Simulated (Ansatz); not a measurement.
# InP (F-43m): band-edge transport data

Given:

```
InP
1.0
    0.00000     2.97968     2.97968
    2.97968     0.00000     2.97968
    2.97968     2.97968     0.00000
In P
1 1
Cartesian
  0.00000   0.00000   0.00000
  1.48984   1.48984   1.48984
```

Level of theory: PBE with spin-orbit coupling, rigid bands (plane waves, PAW; Ansatz, a first-principles code). Condition of this run: functional PBE, cell relaxed with it. Geometry: cell and atoms relaxed with PBE.

* **band gap**: 0.42 eV
* **electron conductivity mass (300 K, dilute)**: 0.047 mₑ
* **hole conductivity mass (300 K, dilute)**: 0.60 mₑ
* **effective density of states N_c (300 K)**: 2.2e17 cm⁻³
* **effective density of states N_v (300 K)**: 2.6e19 cm⁻³
* **density-of-states mass, electrons**: 0.043 mₑ
* **density-of-states mass, holes**: 1.02 mₑ
* **Seebeck coefficient, n-type 1e19 cm⁻³, 300 K**: -40 μV/K
* **Seebeck coefficient, p-type 1e19 cm⁻³, 300 K**: 326 μV/K
* **best p-type power factor at 300 K for τ = 10 fs (best axis; densities from 1e16 to 1e21 cm⁻³ tried, whether or not they can be reached)**: 13.8 μW/(cm·K²) at 3e20 cm⁻³

Rigid bands; masses and Seebeck coefficients take one relaxation time τ for all states and one kind of carrier; polarons and phonon drag are left out.
